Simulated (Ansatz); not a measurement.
The starting structures come from a database of crystals and need not be the phases stable at ambient conditions.

Tunnelling through a barrier is set by its complex band structure: the current falls as exp(−2κd) with the smallest κ.

Data:

```
CELL_PARAMETERS angstrom
      6.79032     0.00000     0.00000
     -1.79666     7.03416     0.00000
     -0.89833     3.51708     5.70872
ATOMIC_POSITIONS crystal
  Rb 0.34693 0.63026 0.00000
  Rb 0.65307 0.36974 0.00000
  Rb 0.50000 0.19831 0.60338
  Rb 0.50000 0.80169 0.39662
  Rb 0.00000 0.26780 0.46440
  Rb 0.00000 0.73220 0.53560
  Al 0.14634 0.15607 0.00000
  Al 0.85366 0.84393 0.00000
  O  0.26200 0.39979 0.74708
  O  0.73800 0.60021 0.25292
  O  0.73800 0.85313 0.74708
  O  0.26200 0.14687 0.25292
  O  0.86786 0.09904 0.00000
  O  0.13214 0.90096 0.00000
```

Space group of this cell: C2/m. The cell is taken as given.

Transport runs along the normal of the first two printed cell vectors.

No gap correction and no spin-orbit coupling; mid-gap values are interpolated between computed energies.

Q: State the band gap and the smallest decay constant κ at mid-gap according to r2SCAN in Ansatz (an electronic-structure program).

A: Gap 3.41 eV on a 6×6×6 mesh; κ = 0.344 1/Å, at the zone centre.
